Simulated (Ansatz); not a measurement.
The parent structure is MoP (space group P-6m2, No. 187; a = 3.206 Å, c = 3.174 Å).

Method: Ansatz (a first-principles code) PBEsol, no SOC.

For the base:

The volume per atom comes out as 14.13 Å³.

Perturbation: cell and atoms relaxed at a pressure of 30 GPa.

Problem. Estimate the effect on the volume per atom.

Solution. The volume per atom decreases by 1.38 Å³, from 14.13 Å³ to 12.75 Å³.

Load acts through the strain it causes; cell and atoms are relaxed under it. No phonon test of stability was made. Competing high-pressure phases were not computed. All final runs are without spin polarisation. An odd electron count without spin: MoP.
